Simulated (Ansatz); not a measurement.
Band gap of Cu2ZnSnS4 (I-42m, No. 121, 8 atoms in the cell; start mp-1025500; a measured phase of this formula has another space group) at several levels of theory

No measured value is used here.

```csv
level (code),value (eV)
HSE06 (Ansatz),1.12
PBE0 (Ansatz),1.76
r²SCAN0 (Ansatz),(withheld)
```

Question: Complete the blanks.

Answer: 
- r²SCAN0 (Ansatz, an electronic-structure program), value (eV): 1.97

Computed values are for a static lattice. Spin–orbit coupling is included only where a level's name says +SOC; with heavier elements it mostly lowers gaps and can invert bands.  Values are at the PBEsol cell. Cutoffs differ between the levels. Ansatz's density-functional and Hartree–Fock values are scalar-relativistic unless marked +SOC, with PAW data made under PBE.

A start named mp-… is a Materials Project structure, which need not be a measured phase.
